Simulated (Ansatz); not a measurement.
Band structure of BaTe (Fm-3m, 2 atoms in the cell).

```
BaTe
1.0
    0.00000     3.50000     3.50000
    3.50000     0.00000     3.50000
    3.50000     3.50000     0.00000
Ba Te
1 1
Direct
  0.00000   0.00000   0.00000
  0.50000   0.50000   0.50000
```

Method of the run: PBE (plane waves, PAW; Ansatz, a quantum-chemistry and plane-wave program).

Settings: kpoints.mp_grid.grid = 8 8 8; hamiltonian.xc = pbe; hamiltonian.pseudopotentials = {kind: paw} (the program's default PAW files); scf.occupations.method = fermi_dirac; scf.occupations.width = 0.0007 Ry; kpoints.band_path.npoints = 8.

The starting cell has typed, rounded lattice constants, without a prior relaxation at this level. Spin-orbit coupling is off.

### Question
Predict the gap along the standard path and the places of the band edges.

### Answer
The gap along the path is 1.60 eV, from Γ to X; the smallest direct gap on it is 1.95 eV.

Levels in eV from the top of the valence band on the path, bands 10 to 16:
| point | 10 | 11 | 12 | 13 | 14 | 15 | 16 |
|---|---|---|---|---|---|---|---|
| Γ | -9.49 | 0.00 | 0.00 | 0.00 | 2.98 | 3.01 | 3.01 |
| X | -9.28 | -1.07 | -0.35 | -0.35 | 1.60 | 4.52 | 4.72 |
| W | -9.08 | -1.23 | -0.89 | -0.89 | 3.53 | 3.53 | 4.89 |
| K | -9.09 | -1.21 | -1.00 | -0.73 | 2.62 | 5.00 | 5.21 |
| L | -8.75 | -2.17 | -1.06 | -1.06 | 4.15 | 4.84 | 4.98 |
| U | -9.09 | -1.21 | -1.00 | -0.73 | 2.62 | 5.00 | 5.21 |

Keys are those of Ansatz 0.2.
